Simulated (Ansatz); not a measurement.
The starting structures come from a database of crystals and need not be the phases stable at ambient conditions.

 Where the default PAW files enter, the runs use the earlier of Ansatz's two default sets.

Here is the system:

```xyz
7
Lattice="3.3330 0.0000 0.0000 1.6665 8.3608 0.0000 1.6665 0.3322 2.8673" Properties=species:S:1:pos:R:3 pbc="T T T"
Al     4.9995     3.5527     2.4942
Al     1.6665     5.1403     0.3731
Al     4.9995     7.5966     2.0257
Al     1.6665     1.0964     0.8416
C      4.9995     5.6960     2.2459
C      1.6665     2.9969     0.6214
C      0.0000     0.0000     0.0000
```

Space group of this cell: R-3m. The cell is taken as given; by r2SCAN its mean pressure is 0.6 GPa.

Transport runs along the normal of the first two printed cell vectors, the (101) plane of the conventional cell.

The gap is the functional's own, uncorrected, and κ follows it; spin-orbit coupling is left out. Mid-gap values are interpolated between the computed energies.

Question: Give the band gap and the smallest decay constant κ at mid-gap that r2SCAN (Ansatz, a program for electronic structure) yields.

Answer: Gap 1.69 eV on a 10×10×10 mesh; κ = 0.194 1/Å, at (0.500, 0.000) of the in-plane reciprocal vectors. At the zone centre, at the nearest computed energy, the slowest state has κ = 0.22 1/Å.
